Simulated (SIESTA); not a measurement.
SIESTA is run on Rb₃CrF₆ (Fm-3m, 10 atoms in the cell), and the run fails. The aim is a self-consistent single point with DFT, GGA PBEsol+U, numerical atomic orbitals DZP, PseudoDojo PBEsol standard norm-conserving potentials (rewritten from UPF to PSML).

Cell that was meant: a = 6.3756 Å, b = 6.3756 Å, c = 6.3756 Å, α = 60.00°, β = 60.00°, γ = 60.00°.

Part of the input:

```
XC.authors                   PBEsol
PAO.BasisSize                DZP
PAO.EnergyShift              0.01 Ry
MeshCutoff                   400
%block kgrid.MonkhorstPack
    4   0   0  0.0
    0   4   0  0.0
```

Output, abridged:

```
reinit: Reading from file input.fdf

reinit: System Name: Rb3CrF6
reinit: System Label: siesta

NOTE on units for spin output:
{S} is the spin magnetic moment, in units of the Bohr magneton,
assuming a g-factor for the electron spin of exactly 2.
The spin magnetic moment is then numerically equal to the charge inbalance,
in units of electrons, between the spin-up and -down channels.

coor:   Atomic-coordinates input format  =     Cartesian coordinates
coor:                                          (in Angstroms)

siesta: Atomic coordinates (Bohr) and species
siesta:      4.25964   4.25964   4.25964  1        1
siesta:     12.77892  12.77892  12.77892  1        2
siesta:      8.51928   8.51928   8.51928  1        3
siesta:      0.00000   0.00000   0.00000  2        4
siesta:      3.61456   8.51928   8.51928  3        5
siesta:     13.42400   8.51928   8.51928  3        6
siesta:      8.51928   3.61456   8.51928  3        7
siesta:      8.51928  13.42400   8.51928  3        8
siesta:      8.51928   8.51928   3.61456  3        9
siesta:      8.51928   8.51928  13.42400  3       10

siesta: System type = bulk

initatomlists: Number of atoms, orbitals, and projectors:     10   124   150

siesta: ******************** Simulation parameters ****************************
redata: Spin configuration                          = collinear
redata: Time-Reversal Symmetry                      = T
redata: Number of Atomic Species                    =        3
ERROR

FDF module: fdf_physical:  no unit specified for MeshCutoff

     File: fdf.F90
     Line:  2144
Note: The following floating-point exceptions are signalling: IEEE_INVALID_FLAG IEEE_OVERFLOW_FLAG
STOP Stopping Program
```

Task: Read the log: what does the program object to, and what is the fix?

Result: The fault is an energy without its unit. The key takes a value and a unit. To fix it, add the unit. The program stopped before any SCF iteration.

An input that runs soundly differs in these lines (not the only fix; some lines may just follow from the change or write a value another way):
```diff
-MeshCutoff                   400
+MeshCutoff                   400 Ry
```

With that input, the run converged in 30 iterations: free energy E − TS -8641.0488 eV; top of the valence band (on the code's own zero) -6.82 eV; gap on the k-point mesh 3.90 eV; pressure 1.26 GPa; largest force (vector length) 0.059 eV/Å (DFT, GGA PBEsol+U, numerical atomic orbitals DZP, PseudoDojo PBEsol standard norm-conserving potentials (rewritten from UPF to PSML)).

On the sound input: the starting cell comes from a database of computed structures (which also holds hypothetical and non-ambient phases and stackings), without a prior relaxation at this level. With one magnetic atom in the cell only a parallel order is possible. With U or open f shells several self-consistent states can exist. Values carry the incompleteness of an atom-centred basis. The basis of the alkali or alkaline-earth atoms may lack their empty d shell, which can raise the gap.
